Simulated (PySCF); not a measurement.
PySCF 2.14.0, HF/def2-svpd, df: Ta(Cl)5 ([Cl][Ta]([Cl])([Cl])([Cl])[Cl]), 6 atoms. The geometry is a generated start, not checked to be a minimum at this level.

| Quantity | Result |
|---|---|
| task | energy |
| method | hf |
| basis | def2-svpd |
| two-electron scheme | density fitting |
| mol.max_memory | 3000 MB |
| mf.max_cycle | 100 |
| mf.conv_tol | 1e-09 (default) |
| effective core potentials | those of the basis set, past Kr |
| basis functions | 170 |

```xyz
6

Ta     0.0029     0.0053    -0.0019
Cl     1.5969    -0.5904     1.5596
Cl    -1.6044     0.5837    -1.5563
Cl     0.2939     2.1836     0.5226
Cl     1.2411    -0.9540    -1.6345
Cl    -1.5304    -1.2282     1.1106
```

Charge 0 and multiplicity 1 are set for this test and not shown to be the ground state.

With the defaults (mf.diis = true, mf.DIIS = CDIIS, mf.diis_space = 8, mf.init_guess = minao, mf.level_shift = 0, mf.diis_damp = 0, mf.damp = 0, mf.diis_start_cycle = 1) it converges in 12 Fock builds. One run each on 2 threads, 1 BLAS thread, with these changes:
- mf.diis_space = 5
- mf.diis_damp = 0.3
- mf.diis_space = 3
- mf.init_guess = mod_huckel
- mf.level_shift = 0.1 Hartree
- mf.damp = 0.7, mf.diis_start_cycle = 8
- mf.init_guess = 1e
- mf.DIIS = EDIIS
- mf.diis = false

Task: Which runs fail or end elsewhere than the default run?

Result: No convergence: mf.diis = false (the run ends without SCF convergence in 100 cycles). The rest reach the solution of the defaults.

```csv
setting,Fock builds,end
the defaults,12,same solution
mf.diis_space = 5,12,same solution
mf.diis_damp = 0.3,12,same solution
mf.level_shift = 0.1 Hartree,13,same solution
mf.init_guess = mod_huckel,14,same solution
mf.diis_space = 3,15,same solution
mf.init_guess = 1e,16,same solution
"mf.damp = 0.7, mf.diis_start_cycle = 8",17,same solution
mf.DIIS = EDIIS,40,same solution
mf.diis = false,101,no convergence
```
